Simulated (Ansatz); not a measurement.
## Na, pressure series

Consider Na in the bcc (W type) structure (space group Im-3m, No. 229).

```
CELL_PARAMETERS angstrom
     -2.08477     2.08477     2.08477
      2.08477    -2.08477     2.08477
      2.08477     2.08477    -2.08477
ATOMIC_POSITIONS crystal
  Na 0.00000 0.00000 0.00000
```

Cell and atoms are relaxed at each pressure.

Level of theory: Kohn–Sham DFT with the PBEsol functional, run in Ansatz (a quantum-chemistry and plane-wave program) with PAW and 420 eV plane waves, no SOC.

Two rows of this table had their results exchanged by mistake.

```tsv
pressure	volume per atom (Å³)	shortest distance (Å)	band gap
pressure −1 GPa	43.15	3.827	zero
pressure 0.3 GPa	34.96	3.568	zero
pressure 0.7 GPa	33.53	3.518	zero
pressure 1.5 GPa	21.98	3.057	zero
pressure 3 GPa	28.45	3.331	zero
pressure 5 GPa	25.85	3.226	zero
pressure 7.5 GPa	23.60	3.130	zero
pressure 10 GPa	31.36	3.441	zero
```

Problem. Which two?

Solution. The rows for pressure 1.5 GPa and pressure 10 GPa: the volume has to fall steadily with pressure, so 31.36 Å³ belongs to pressure 1.5 GPa and 21.98 Å³ to pressure 10 GPa.

Load acts through the strain it causes; cell and atoms are relaxed under it. Stability against distortions was not tested. No other phases were tried under pressure.
